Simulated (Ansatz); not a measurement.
Ga interstitial (beta Ga2O3 host)

Method: PBE, PAW (plane waves to 420 eV; Ansatz, an electronic-structure program). Cell: 160 sites, 1×4×2 repeats of a cell of 20 atoms; final energies on a Γ-point mesh. Site at the start: void with 3O nearest, no. 1. Charged cells carry a point-charge image correction with potential alignment at far atoms. Dielectric constants: PBE linear response of the host. Host gap at this level: 2.00 eV. Zone-centre sampling of a cell this small can put levels off by half an eV or more. PBE underestimates the host's gap, which shifts levels and can delocalise carriers. Spin–orbit coupling is left out. Each state is the lowest found from its start.

Formation energies E_f are given with the Fermi level at the valence-band maximum. Chemical conditions: Ga-rich (Δμ(Ga) = 0.00 eV; only phases computed here count, gases as isolated molecules at 0 K); O-rich (Δμ(Ga) = -4.56 eV; only phases computed here count, gases as isolated molecules at 0 K). Reference phases: Ga: alpha gallium.

The name describes the start; the neighbours show where the atoms ended.

Charges with a result: +3, +2, +1, 0. Others weren't obtained, and one of them could lie lower, also by skipping a charge.

```
charge         moment (μB)  point group  largest move off a lattice site (Å)  neighbours of the last Ga atom of the defect at the end (Å)  image correction with alignment (eV)  E_f, Ga-rich (eV)  E_f, O-rich (eV)
------  ------------------  -----------  -----------------------------------  -----------------------------------------------------------  ------------------------------------  -----------------  ----------------
+3      not spin-polarised           Cs                                 1.27                      O 1.83, O 1.83, O 1.89, O 1.91, Ga 2.61                                  1.52              -2.87              1.69
+2*               quenched            –                                 1.26                      O 1.84, O 1.84, O 1.89, O 1.92, Ga 2.61                                     –                  –                 –
+1*     not spin-polarised           Cs                                 1.25                      O 1.84, O 1.84, O 1.89, O 1.92, Ga 2.61                                     –                  –                 –
0*                     1.0           Cs                                 1.05             O 1.90, O 1.90, O 1.95, O 2.05, Ga 2.46, Ga 2.67                                     –                  –                 –
```

* At this level the carrier isn't localised at the defect: at charge +2 electrons occupy the conduction band; at charge +1 electrons occupy the conduction band; at charge 0 electrons occupy the conduction band. Such a state is shallow or no state of the defect, and this cell gives it no level.

Point groups are those of the whole cell at tolerances of 0.03 and 0.1 Å ("near" where only the looser one holds); none is given for unsettled states.

Starting moments that weren't kept: charge +2 began with 1 μB and ended with 0.0.

No other site or start that was run ended lower by more than 0.1 eV.

Flagged in the runs: a doubtful potential alignment, a host whose relaxation on this sampling wasn't shown to rest, a strain field that reaches the edge of the cell, zone-centre sampling.
